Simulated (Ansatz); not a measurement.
The starting structures come from a database of crystals and need not be the phases stable at ambient conditions.

**Evanescent states of SiHg3(SF3)2 (P-3m1, 12 atoms a cell, 18.1 Å³ an atom, -2 GPa at this level) along the normal of (001)**

The numbers are results of r2SCAN (plane waves, PAW; Ansatz, an electronic-structure program), not measurements.

The gap is the functional's own, uncorrected, and κ follows it; spin-orbit coupling is left out. Mid-gap means the computed energy nearest the middle.

Energies count from the valence-band top; κ is the least over a 6×6 mesh across the current.

| E (eV) | κ (1/Å) | where |
|---|---|---|
| 0.09 | 0.253 | off Γ |
| 0.26 | 0.299 | off Γ |
| 0.42 | 0.332 | off Γ |
| 0.59 | 0.358 | off Γ |
| 0.77 | 0.377 | off Γ |
| 0.94 | 0.385 | Γ |
| 1.10 | 0.386 | Γ |
| 1.27 | 0.386 | Γ |
| 1.45 | 0.384 | Γ |
| 1.61 | 0.380 | Γ |
| 1.78 | 0.375 | Γ |
| 1.96 | 0.368 | Γ |
| 2.12 | 0.360 | Γ |
| 2.29 | 0.349 | Γ |
| 2.46 | 0.336 | Γ |
| 2.63 | 0.321 | Γ |
| 2.81 | 0.303 | Γ |
| 2.98 | 0.280 | Γ |
| 3.15 | 0.250 | Γ |
| 3.31 | 0.167 | Γ |

**Question.** How thick must the barrier be to attenuate the transmission by 10^4 when the electrodes' Fermi level lies at 0.94 eV, and what attenuation does that film give at 1.78 eV?

**Answer.** d = 4 ln 10 / (2 × 0.385) = 12.0 Å. At 1.78 eV it gives 4 × 0.375/0.385 = 3.9 decades.
